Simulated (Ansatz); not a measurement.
**How far to go with the plane-wave cutoff: Cs₃K (P3m1, 8 atoms in the cell)**

```
Cs3K
1.0
   10.75409     0.00000     0.00000
   -5.37704     9.31332     0.00000
    0.00000     0.00000     8.67981
K Cs
2 6
Cartesian
 -0.00001   6.20888   6.55985
  5.37705   3.10444   2.16995
  0.00000   3.15796   2.16995
  5.37705   6.15536   6.50986
  8.01922   1.57898   6.50986
 -2.64217   7.73434   2.16995
  2.64217   7.73434   2.16995
  2.73487   1.57898   6.50986
```

Level of theory: LDA (PW92), default PAW files made with PBE (plane waves; Ansatz, a first-principles code).

Base settings: basis.ecutwfc = 420 eV; kpoints.mp_grid.grid = 2 2 2; hamiltonian.xc = lda; hamiltonian.pseudopotentials = {kind: paw} (the program's default PAW files); scf.occupations.method = gaussian; scf.occupations.width = 0.1 eV.

The second cell is the first with its lattice scaled by 0.98.

The mesh stays at the base's, so the ladder's end is converged at best in this setting alone.

Only quantities that move along the ladder and can be compared are tabulated.

The count of work is k-points × plane waves × bands × iterations; it is no time. 

The starting cell comes from a database of computed structures (which also holds hypothetical and non-ambient phases and stackings), without a prior relaxation at this level. Its lattice was rescaled by up to half a per cent. One atom was moved a little off its site on purpose.

| basis.ecutwfc | free energy less the last step's (meV/atom) | energy of the compressed cell less the first (meV/atom) | pressure without the Pulay estimate (GPa) | count of work / last |
|---|---|---|---|---|
| 145 eV | 2228.85 | -31.36 | -10.02 | 0.055 |
| 170 eV | 1032.66 | -12.14 | -5.76 | 0.069 |
| 190 eV | 563.35 | -17.77 | -3.75 | 0.082 |
| 210 eV | 293.61 | -9.61 | -2.40 | 0.094 |
| 230 eV | 152.12 | -14.81 | -1.59 | 0.11 |
| 250 eV | 77.68 | -15.88 | -1.10 | 0.12 |
| 295 eV | 15.21 | -16.42 | -0.62 | 0.16 |
| 335 eV | 2.90 | -16.42 | -0.49 | 0.19 |
| 380 eV | 0.36 | -16.39 | -0.45 | 0.23 |
| 420 eV | 0.13 | -16.39 | -0.45 | 0.27 |
| 460 eV | 0.10 | -16.39 | -0.45 | 0.31 |
| 505 eV | 0.06 | -16.39 | -0.45 | 0.35 |
| 565 eV | 0.02 | -16.39 | -0.45 | 0.42 |
| 630 eV | 0.02 | -16.39 | -0.45 | 0.49 |
| 735 eV | 0.01 | -16.39 | -0.45 | 0.62 |
| 840 eV | 0.01 | -16.39 | -0.45 | 0.76 |
| 1010 eV | 0.00 | -16.39 | -0.45 | 1.0 |

Coarsest basis.ecutwfc that holds the energy of the compressed cell less the first within 0.2 meV/atom of the last step, with all finer ones: 295 eV, at 0.16 of the last step's count of work; the step before is off by 0.51 meV/atom.

Coarsest basis.ecutwfc that holds the free energy within 1 meV/atom of the last step, with all finer ones: 380 eV, at 0.23 of the last step's count of work; the step before is off by 2.9 meV/atom.

Coarsest basis.ecutwfc that holds the pressure without the Pulay estimate within 0.1 GPa of the last step, with all finer ones: 335 eV, at 0.19 of the last step's count of work; the step before is off by 0.17 GPa.

The energy difference between the two cells stays within 1 meV/atom of the last step's from 250 eV on, the total only from 380 eV on: much of the error is common to both cells and cancels.

At the lowest cutoff the pressure without the Pulay estimate lies 9.6 GPa under the last step's, the usual sign of Pulay stress in an incomplete plane-wave basis.

Keys are those of Ansatz 0.2.
